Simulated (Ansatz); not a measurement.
We consider Na₃N (model structure, started from the D03 type, Fm-3m, No. 225, 4 atoms in the cell), described by PBE0 in Ansatz (PAW).

Settings: plane-wave cutoff 460 eV, 8×8×8 k mesh, Fermi–Dirac smearing 0.01 eV, scalar-relativistic PAW data made under PBE.

The cell is the one relaxed with PBEsol. Conventional cell: a = 6.1939 Å, b = 6.1939 Å, c = 6.1939 Å, α = 90.00°, β = 90.00°, γ = 90.00°.

```xyz
4
Lattice="0.0000 3.0969 3.0969 3.0969 0.0000 3.0969 3.0969 3.0969 0.0000" Properties=species:S:1:pos:R:3 pbc="T T T"
N      0.0000     0.0000     0.0000
Na     3.0969     3.0969     3.0969
Na     1.5485     1.5485     1.5485
Na     4.6454     4.6454     4.6454
```

Problem. List the 5 lowest band energies at Γ above −25 eV (eV, relative to the valence band maximum), grouping those that round alike.

Solution. At Γ: -12.65, 0.00 (×3), 1.00.

Note: the run warned that its exchange threshold was loose for the stress; the relaxation could raise the start's symmetry but not lower it, so the cell can be a saddle point; cell and atoms aren't relaxed at this level (pressure -1.1 GPa).

A model structure was made by putting elements into a prototype or built by hand; it is no filed structure, need not be a known phase, and can be a saddle point held by its symmetry.

Ansatz is a program for electronic structure.
